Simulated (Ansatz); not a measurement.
Base system: MoS2 in the 3R-MoS2 type structure (space group R3m, No. 160; layered, stacked along the Cartesian z axis).

```
MoS2
1.0
    1.57661     0.91026     5.99789
   -1.57661     0.91026     5.99789
    0.00000    -1.82051     5.99789
Mo S
1 2
Cartesian
  0.00000   0.00000   0.00032
  0.00000   0.00000  13.55880
  0.00000   0.00000  10.43186
```

Levels (all Ansatz, an electronic-structure program, PAW, earlier PAW set): PBE-D3(BJ) (420 eV, no spin-orbit coupling); r2SCAN (500 eV, without spin-orbit coupling); HSE06 (420 eV, spin-orbit coupling left out); PBE+SOC (420 eV, noncollinear with spin-orbit coupling); HSE06+SOC (420 eV, spin-orbit coupling included).

One geometry, relaxed with PBE-D3(BJ), under each level:

| level | band gap | lowest conduction level above the VBM at special points | hole mass |
|---|---|---|---|
| PBE-D3(BJ) | 0.77 eV | S₀ 0.98 eV; S₂ 0.98 eV; H₂ 1.01 eV; H₀ 1.01 eV | 1.0 mₑ along k, 0.59 mₑ across (at T) |
| r2SCAN | ___ | ___ | ___ |
| HSE06 | 1.30 eV | S₀ 1.43 eV; S₂ 1.43 eV; H₂ 1.47 eV; Γ 2.64 eV | – |
| PBE+SOC | 0.74 eV | S₀ 0.97 eV; S₂ 0.97 eV; H₂ 1.00 eV; H₀ 1.00 eV | 1.0 mₑ along k, 0.59 mₑ across (at T) |
| HSE06+SOC | 1.27 eV | S₀ 1.42 eV; S₂ 1.42 eV; H₂ 1.46 eV; Γ 2.59 eV | – |

Give the withheld r2SCAN results.


- r2SCAN, band gap: 0.87 eV
- r2SCAN, lowest conduction level above the VBM at special points: S₀ 1.04 eV; S₂ 1.04 eV; H₂ 1.08 eV; H₀ 1.08 eV
- r2SCAN, hole mass: 0.92 mₑ along k, 0.58 mₑ across (at T)

Single points use the geometry relaxed with PBE-D3(BJ). HSE06 gaps are upper bounds (no full band path). Differences between runs with and without spin-orbit coupling are approximate. Masses are band curvatures over ±0.01 Å⁻¹ around the edge. Along k means along the line from Γ to the band edge. Whether these cells are dynamically stable was not tested.
